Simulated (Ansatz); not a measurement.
Reference: TiB2 (P6/mmm), PBEsol, DFPT electron-phonon coupling, linearised Boltzmann equation (plane waves, PAW, scalar-relativistic; Ansatz, an electronic-structure program); geometry: relaxed with this functional, without spin-orbit coupling.

```xyz
3
Lattice="3.0174 0.0000 0.0000 -1.5087 2.6131 0.0000 0.0000 0.0000 3.1850" Properties=species:S:1:pos:R:3 pbc="T T T"
Ti     0.0000     0.0000     0.0000
B      0.0000     1.7421     1.5925
B      1.5087     0.8710     1.5925
```

- resistivity at 300 K = 6.4 μΩ·cm

Replace Ti by Hf on the same sites and relax. What happens?

HfB₂ (P6/mmm): volume per atom 8.4 to 9.7 Å³; resistivity at 300 K falls (6.4 μΩ·cm to 4.7 μΩ·cm).

Swap Ti for Zr, keeping the structure type. How do these values move?

ZrB₂ (P6/mmm): volume per atom 8.4 to 10.1 Å³; resistivity at 300 K falls (6.4 μΩ·cm to 4.8 μΩ·cm).

Replace Ti by Mg on the same sites and relax. What happens?

MgB₂ (P6/mmm): volume per atom 8.4 to 9.5 Å³; resistivity at 300 K stays about the same (6.4 μΩ·cm to 5.8 μΩ·cm).

Moves up to 13 % count as about the same. Metals; harmonic phonons alone scatter; means over directions. Halving the electron mesh moves these values by up to 9 %; q meshes are mostly untested. Some of the runs warned that the eigensolver left states short of its tolerance. Spin-orbit coupling is left out.

The missing spin-orbit coupling matters most for HfB2 (P6/mmm).
